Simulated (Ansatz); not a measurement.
**A computed series for GaSb: response to strain**

Start from GaSb in the zinc blende structure (space group F-43m, No. 216).

```
GaSb
1.0
    0.00000     3.05573     3.05573
    3.05573     0.00000     3.05573
    3.05573     3.05573     0.00000
Ga Sb
1 1
Cartesian
  0.00000   0.00000   0.00000
  1.52787   1.52787   1.52787
```

Cartesian axes are those of the cell as printed.

Strains are applied to the cell and any free atomic positions relax; under biaxial strain the out-of-plane vector relaxes too.

All numbers come from plane-wave PAW DFT at the PBEsol level (Ansatz, an electronic-structure program, 420 eV), spin-orbit coupling left out.

Notes on the quantities. energy relative to the base: free energy F.

```tsv
variant	energy relative to the base	band gap	shortest interatomic distance
base	0 meV/atom	zero	2.646 Å
biaxial strain −3.00 %, plane normal [001], relaxed out of plane	+15 meV/atom	0.10 eV	2.618 Å
biaxial strain −2.50 %, plane normal [001], relaxed out of plane	+10 meV/atom	0.09 eV	2.623 Å
biaxial strain −2.00 %, plane normal [001], relaxed out of plane	+6.3 meV/atom	0.07 eV	2.627 Å
biaxial strain −1.00 %, plane normal [001], relaxed out of plane	+1.5 meV/atom	zero	2.637 Å
biaxial strain −0.50 %, plane normal [001], relaxed out of plane	+0.4 meV/atom	zero	2.642 Å
```

Spin-orbit coupling, missing from the scalar runs, can matter with Sb. No phonon test of stability was made. All final runs are without spin polarisation. Gaps under 0.05 eV, about the width of the smearing, are given as zero. The zero or small gap of GaSb can change with the level of theory.
